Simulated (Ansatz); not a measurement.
# SiC: stress against strain

SiC (4H polytype, P6_3mc, 10.498 Å³/atom and stress up to 0.01 GPa in the relaxed cell, c along z) under an equal strain ε in the (0001) plane with the normal axis free, as in a coherent film. PBE in Ansatz, a plane-wave DFT program (PAW, default set), 420 eV, 12×12×4 Γ-centred mesh, Fermi-Dirac smearing 0.05 eV; ions are relaxed, or left where forces stay under 0.02 eV/Å, within the symmetry of each cell. Stress is positive for a compressed cell.

Here s stands for strain and y for stress xx.

| strain (%) | stress xx (GPa) |
|---|---|
| -3.00 | ? |
| -1.50 | 9.27 |
| -0.75 | 4.49 |
| 0.00 | 0.00 |
| 0.75 | -4.22 |
| 1.50 | -8.17 |

Question: Fit y against s with a straight line, and predict the withheld value at s = -3.00.

Answer: Means: s 0, y 0.274. About the means, the sum of products is -32.692 and the sum of squares of s is 5.6250; the slope is their ratio. Least squares gives y = 0.274 - 5.8120·s. Residuals (row less fit): 0.278, -0.143, -0.274, -0.135, 0.274; standard error 0.298 (degrees of freedom: 3). The slope gives the biaxial elastic modulus of this plane = 581 ± 13 GPa (± standard error of the fit, which holds the terms cut off). At the withheld row, y = 0.274 - 5.8120 × (-3.00) = 17.710 GPa. The calculation gives 19.71 GPa, 2.000 GPa above the prediction (7.2 % of the range of y in the table). The row lies outside the fitted rows, so this is an extrapolation. From the scatter of the fitted rows alone, a prediction at this place has a standard error of 0.498 GPa, so the miss is 4.0 times that.

A polynomial of degree 2 through the 8 other runs of the series gives 19.65 there, so most of the miss is curvature that the fit leaves out. The start is a measured cell from the literature; how it stands against other phases or cation orders wasn't checked. Rows are the converged runs of the series near zero and its far end; series whose fitted rows scatter by over a few per cent of the range, as at a crossing or softening among them, aren't shown in this form, nor equations of state whose B0' disagrees with the runs' pressures. Most that stay on the fit to the last digits aren't either.
